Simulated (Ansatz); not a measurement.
# Worked sum: formation energy of Sc_Al in Al (fcc, Fm-3m)

This concerns the formation energy of Sc_Al in Al (fcc, Fm-3m). Reaction: Sc (hcp) + 107 Al (fcc) → cell A.

A: a supercell of 108 sites of Al (fcc, Fm-3m) with Sc on an Al site (12 Al at 2.91 Å); spin state with PBE: run without spin.

Ansatz (a first-principles code) with PAW potentials; structures come from PBE relaxations, nuclei static, no net charge. Ansatz runs with its default PAW set. Other levels take these structures. The lattices are those relaxed with PBE, so at other levels the solids can be strained, which adds to the spread. Larger cells are relaxed from a start prepared with the learned potential CHGNet, on a coarser mesh till forces fall under 0.03 eV/Å, which some starts already meet. A dispersion term (D3(BJ), or D4 for r2SCAN) was computed beside these levels and is taken off wherever the name lacks it. The PAW files were made for PBE and serve at the other functionals too. Space groups of crystals are read within 0.01 Å. Mesh and cell size may move defect energies by 0.1 eV or more. Cell A has symmetry Pm-3m within 0.02 Å and got no random move, so less symmetric positions, which may lie lower, weren't tried.

Total energies of the cells in eV, at zero smearing width. They compare only within one column; the weights balance every element.

```csv
cell,atoms,weight,PBE,RPBE
A: Al:Sc_Al,108,+1,-59649.18696,-59967.85219
Sc (hcp),2,−1/2,-4271.62071,-4280.30666
Al (fcc),108,−107/108,-58049.82148,-58367.19284
```

PBE: (-59649.18696) − 1/2 × (-4271.62071) − 107/108 × (-58049.82148) = -1.053 eV.

RPBE: (-59967.85219) − 1/2 × (-4280.30666) − 107/108 × (-58367.19284) = -0.943 eV.
